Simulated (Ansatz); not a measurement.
# GaN: pressure series

Start from GaN in the zinc blende structure (space group F-43m, No. 216; a = 4.4554 Å).

Cell and atoms are relaxed at each pressure.

The values are results of LDA/PAW in Ansatz (an electronic-structure program), no spin-orbit coupling, not measurements.

```tsv
pressure (GPa)	volume per atom (Å³/atom)
-1	11.110
0	11.055
0.9	?
2.1	10.944
4.5	10.823
9	10.614
15	10.366
22.5	10.091
30	9.850
```

### Question
Fit the third-order Birch–Murnaghan form P(V) = (3B₀/2)[(V₀/V)^(7/3) − (V₀/V)^(5/3)]·[1 + (3/4)(B₀′ − 4)((V₀/V)^(2/3) − 1)] (squares taken in P) to the rows shown and predict the withheld row.

### Answer
Least squares on the printed values gives V₀ = 11.055 Å³/atom, B₀ = 203 GPa, B₀′ = 4.3; this predicts 11.007 Å³/atom, and the run gives 11.007 Å³/atom, in agreement.

Load acts through the strain it causes; cell and atoms are relaxed under it. Stability against distortions was not tested. Tetrahedral semiconductors of this kind turn to denser phases somewhere between about 1 and 50 GPa; those were not computed, so compressed cells here can lie past the real transition. This is not the structure that GaN has at room temperature and ambient pressure.
